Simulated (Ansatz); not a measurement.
The parent structure is MgTe in the zinc blende structure (space group F-43m, No. 216; a = 6.368 Å). Axes: x, y, z lie along the cube axes.

Computed with LDA, PAW, 420 eV (Ansatz, an electronic-structure program; no spin-orbit coupling).

The change: every lattice vector is shortened by 3.00 %, atoms relaxed at fixed cell.

### Question
Predict the stress tensor and what it implies for the stiffness.

### Answer
Stress of the strained cell less that of the base (GPa, compression positive):
```
   4.28    0.00    0.00
   0.00    4.28    0.00
   0.00    0.00    4.28
```

Then B = −ΔP/(ΔV/V₀) with ΔV/V₀ = -0.0873 gives secant stiffness values (nonlinear terms included at this strain): B ≈ 49 GPa.

As a check, the harmonic strain energy −½ V₀ Δσ:ε is 39 meV/atom; the computed energy rise is 35 meV/atom.

Whether these cells are dynamically stable was not tested.
